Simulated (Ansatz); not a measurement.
Consider CsPbCl3 in the cubic perovskite structure (space group Pm-3m, No. 221).

```yaml
crystal:
  lattice:
    - [5.52086, 0.00000, 0.00000]
    - [0.00000, 5.52086, 0.00000]
    - [0.00000, 0.00000, 5.52086]
  atoms:
    - { symbol: Cs, position: [0.00000, 0.00000, 0.00000] }
    - { symbol: Pb, position: [0.50000, 0.50000, 0.50000] }
    - { symbol: Cl, position: [0.50000, 0.00000, 0.50000] }
    - { symbol: Cl, position: [0.00000, 0.50000, 0.50000] }
    - { symbol: Cl, position: [0.50000, 0.50000, 0.00000] }
```

The values are results of LDA in Ansatz (plane waves to 420 eV, PAW, no spin-orbit coupling), not measurements.

Strains are applied to the cell and any free atomic positions relax.

One change was made to it. Results:

The band gap grows by 0.17 eV to 1.70 eV; the energy goes up by 3.8 meV/atom.

### Question
What was done to the base?
(A) isotropic strain +1.20 %
(B) isotropic strain +1.80 %
(C) isotropic strain +0.60 %

### Answer
A, isotropic strain +1.20 %. For comparison, the band gap in the other runs: isotropic strain +0.60 % gives 1.61 eV; isotropic strain +1.80 % gives 1.77 eV.

Spin-orbit coupling, missing from the scalar runs, can matter with Pb. Stability against distortions was not tested. Many cubic perovskites are stable only at high temperature; tilts and polar distortions were not tested. This is not the structure that CsPbCl3 has at room temperature and ambient pressure.

Ansatz is a quantum-chemistry and plane-wave program.
